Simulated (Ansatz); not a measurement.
For Zn₈Cu₅ (I-43m, No. 217), PBEsol in Ansatz (plane waves, PAW) gives:

```
Item                           Result
---------------------  --------------
lattice constant a            8.701 Å
enthalpy of formation  -0.120 eV/atom
```

**Question.** What does r²SCAN (plane waves, PAW; Ansatz, a program for electronic structure) give for the same quantities?

**Answer.** 
- lattice constant a: 8.736 Å (rises by 0.4 %)
- formation enthalpy: -0.123 eV/atom (moves by -0.003 eV/atom)

Changes are worked out from the printed values.

Unless a cell is named, each level is at its own relaxed cell.

Ansatz's density-functional and Hartree–Fock values are scalar-relativistic unless marked +SOC, with PAW data made under PBE.
